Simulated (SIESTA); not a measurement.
Band structure of TaCuS2 (P6_3mc, 8 atoms in the cell).

```xyz
8
Lattice="3.3711 0.0000 0.0000 -1.6855 2.9194 0.0000 0.0000 0.0000 13.3313" Properties=species:S:1:pos:R:3 pbc="T T T"
Ta     1.6855     0.9731     9.9454
Ta     0.0000     1.9463     3.2798
Cu     1.6855     0.9731    12.8490
Cu     0.0000     1.9463     6.1833
S      1.6855     0.9731     4.8842
S      0.0000     1.9463    11.5498
S      0.0000     1.9463     8.3959
S      1.6855     0.9731     1.7303
```

Method of the run: GGA PBEsol, numerical atomic orbitals TZP, PseudoDojo PBEsol standard norm-conserving potentials (rewritten from UPF to PSML) in SIESTA.

Settings: XC.functional = GGA; XC.authors = PBEsol; potentials = PseudoDojo PBEsol standard; PAO.BasisSize = TZP; PAO.EnergyShift = 0.01 Ry; MeshCutoff = 300 Ry; kgrid.MonkhorstPack = 8 8 2; OccupationFunction = FD; ElectronicTemperature = 100 meV; MaxSCFIterations = 150; SCF.Mixer.Method = Pulay; SCF.Mixer.Weight = 0.25; SCF.Mixer.History = 6; SCF.DM.Tolerance = 1.0E-05.

The starting cell comes from a database of computed structures (which also holds hypothetical and non-ambient phases and stackings), without a prior relaxation at this level. Spin-orbit coupling is off. Spin polarisation is off. Values carry the incompleteness of an atom-centred basis.

Levels in eV from the Fermi level, bands 41 to 46:
```csv
point,41,42,43,44,45,46
Γ,-2.17,-2.17,-1.40,0.16,1.31,1.31
M,-2.74,-2.05,-1.97,-1.80,1.59,1.72
K,-2.40,-2.40,-0.94,-0.54,0.63,0.93
A,-2.36,-2.36,-0.35,-0.35,1.43,1.43
L,-2.34,-2.34,-1.85,-1.85,1.75,1.75
H,-2.44,-2.44,-0.79,-0.79,0.93,0.93
```

Bands cross the Fermi level along this path, so the cell is metallic at this level.

Higher empty bands are left out: an atom-centred basis made for the valence describes them poorly.
